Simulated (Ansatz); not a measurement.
Amorphous In12Sn6Zn6O36, 60 atoms at 6.27 g/cm³, one PBE-relaxed geometry, zone centre. Methods: PBE, scalar-relativistic without spin-orbit coupling (Ansatz, a quantum-chemistry and plane-wave program); r2SCAN, scalar-relativistic without spin-orbit coupling (Ansatz); HSE06, scalar-relativistic without spin-orbit coupling (Ansatz). Plane waves to 420 eV (r2SCAN 500 eV); exact exchange is cut at the cell's faces. All rungs ran without spin polarisation.

Preparation: random packing, a CHGNet melt and quench, and a DFT relaxation. O atoms were pushed apart under 1.9 Å during the dynamics, to hinder bonds among them. The hot cell started wider than the set density and was brought back towards it in steps. It is the lowest in DFT energy of 2 quenches. It is a model cell: composition and starting density were chosen by hand, and all elements were melted together. No dispersion term was used. Its density started from a set value of 6.31 and ended at 6.27 g/cm³. Cooling (nominally 150 K/ps over its main leg) ran many orders faster than in experiment, which tends to leave more defects and strain. Values belong to this one cell and scatter from quench to quench. The volume was free in the relaxation, at fixed shape. Stress components on the final sampling reach 2.4 GPa. On a 2×2×2 Γ-centred mesh force components of up to 0.18 eV/Å stay, since the relaxation ran on the zone centre alone.

The relaxation ran on the zone centre alone. At PBE the gap is 0.40 eV on a 2×2×2 Γ-centred mesh, and the spacing at the zone centre alone 0.51 eV.

### Question
What zone-centre spacing does r2SCAN give, roughly?

### Answer
0.79 eV (+0.28 eV against PBE).

### Question
What zone-centre spacing does HSE06 give, roughly?

### Answer
1.77 eV (+1.26 eV against PBE).

The highest filled and the lowest empty state spread over these numbers of atoms (participation numbers): PBE: 14.0 and 54.8; r2SCAN: 10.0 and 55.9; HSE06: 8.2 and 55.0.
